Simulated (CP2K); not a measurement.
CP2K is run on CaHCl (P4/nmm, 6 atoms in the cell), and the run fails. The aim is a self-consistent single point with DFT LDA (Pade form), GPW, DZVP-MOLOPT-SR-GTH basis, GTH-PADE potentials (GTH_POTENTIALS).

The input file:

```
&GLOBAL
  PROJECT cahcl
  RUN_TYPE ENERGY_FORCE
  PRINT_LEVEL LOW
&END GLOBAL
&FORCE_EVAL
  METHOD Quickstep
  STRESS_TENSOR ANALYTICAL
  &DFT
    BASIS_SET_FILE_NAME BASIS_MOLOPT
    POTENTIAL_FILE_NAME GTH_POTENTIALS
    &QS
      METHOD GPW
      EPS_DEFAULT 1E-11
    &END QS
    &MGRID
      CUTOFF 500
      REL_CUTOFF 50
      NGRIDS 5
    &END MGRID
    &SCF
      SCF_GUESS ATOMIC
      EPS_SCF 1E-7
      MAX_SCF 5
      ADDED_MOS 7
      &DIAGONALIZATION
        ALGORITHM STANDARD
      &END DIAGONALIZATION
      &MIXING
        METHOD BROYDEN_MIXING
        ALPHA 0.2
        NBUFFER 12
      &END MIXING
      &SMEAR ON
        METHOD FERMI_DIRAC
        ELECTRONIC_TEMPERATURE [K] 580.23
      &END SMEAR
    &END SCF
    &KPOINTS
      SCHEME MACDONALD 7 7 4 0 0 0.125
    &END KPOINTS
    &XC
      &XC_FUNCTIONAL PADE
      &END XC_FUNCTIONAL
    &END XC
    &PRINT
      &MO
        EIGENVALUES T
        OCCUPATION_NUMBERS T
        NDIGITS 8
        FILENAME mo
        &EACH
          QS_SCF 0
        &END EACH
        ADD_LAST NUMERIC
      &END MO
      &MULLIKEN OFF
      &END MULLIKEN
    &END PRINT
  &END DFT
  &SUBSYS
    &CELL
      A 3.81668000 0.00000000 0.00000000
      B 0.00000000 3.81668000 0.00000000
      C 0.00000000 0.00000000 6.90281000
      PERIODIC XYZ
    &END CELL
    &COORD
      SCALED
      Ca       0.00000000     0.50000000     0.80792000
      Ca       0.50000000     0.00000000     0.19208000
      H        0.50000000     0.50000000     0.00000000
      H        0.00000000     0.00000000     0.00000000
      Cl       0.50000000     0.00000000     0.65284000
      Cl       0.00000000     0.50000000     0.34716000
    &END COORD
    &KIND Ca
      BASIS_SET DZVP-MOLOPT-SR-GTH-q10
      POTENTIAL GTH-PADE-q10
    &END KIND
    &KIND H
      BASIS_SET DZVP-MOLOPT-SR-GTH-q1
      POTENTIAL GTH-PADE-q1
    &END KIND
    &KIND Cl
      BASIS_SET DZVP-MOLOPT-SR-GTH-q7
      POTENTIAL GTH-PADE-q7
    &END KIND
  &END SUBSYS
  &PRINT
    &FORCES ON
    &END FORCES
    &STRESS_TENSOR ON
    &END STRESS_TENSOR
  &END PRINT
&END FORCE_EVAL
```

Log, with long lists cut:

```
 SCF WAVEFUNCTION OPTIMIZATION

  Step     Update method      Time    Convergence         Total energy    Change
     1 NoMix/Diag. 0.20E+00      -     1.86160387      -104.9510222268 -1.05E+02
     2 Broy./Diag. 0.20E+00      -     0.00694598      -104.5858909441  3.65E-01
     3 Broy./Diag. 0.20E+00      -     0.01782762      -104.8011768995 -2.15E-01
     4 Broy./Diag. 0.20E+00      -     0.00481163      -104.9587746009 -1.58E-01
     5 Broy./Diag. 0.20E+00      -     0.00263031      -104.9188555966  3.99E-02
  Leaving inner SCF loop after reaching     5 steps.

  Overlap energy of the core charge distribution:               0.00000000000000
  Self energy of the core charge distribution:               -214.91247929394660
  Core Hamiltonian energy:                                     50.01637754354366
   [... lines left out ...]
  Fermi energy:                                                 0.21326621093241
  Total energy:                                              -104.91885559660147
   [... lines left out ...]
 * [ABORT]                                                                     *
 *  \___/     SCF run NOT converged. To continue the calculation regardless,   *
 *    |             please set the keyword IGNORE_CONVERGENCE_FAILURE.         *
 *  O/|                                                                        *
 * /| |                                                                        *
 * / \                                                            qs_scf.F:702 *
 *******************************************************************************

 ===== Routine Calling Stack =====

            4 scf_env_do_scf
            3 qs_energies
            2 qs_forces
            1 CP2K
Abort(1) on node 0 (rank 0 in comm 0): application called MPI_Abort(MPI_COMM_WORLD, 1) - process 0
```

Q: What is wrong, and how is it fixed?

A: The fault is an iteration limit that is too low. The loop is cut before its threshold is met, so whatever is printed at the end is not self-consistent. To fix it, raise the limit, or leave it to the default. The run ended unconverged after 5 iterations.

The sound input it was made from differs as follows (other fixes are possible):
```diff
-      MAX_SCF 5
+      MAX_SCF 100
```

With that input, the run converged in 15 iterations: free energy E − TS -2854.3538 eV; top of the valence band (on the code's own zero) 3.73 eV; gap on the k-point mesh 3.62 eV; pressure -4.18 GPa; largest force (vector length) 0.030 eV/Å (DFT LDA (Pade form), GPW, DZVP-MOLOPT-SR-GTH basis, GTH-PADE potentials (GTH_POTENTIALS)).

On the sound input: the starting cell comes from a database of computed structures (which also holds hypothetical and non-ambient phases and stackings), without a prior relaxation at this level. Values carry the incompleteness of an atom-centred basis. With a pressure of about -4 GPa the cell is away from its equilibrium volume at this level.
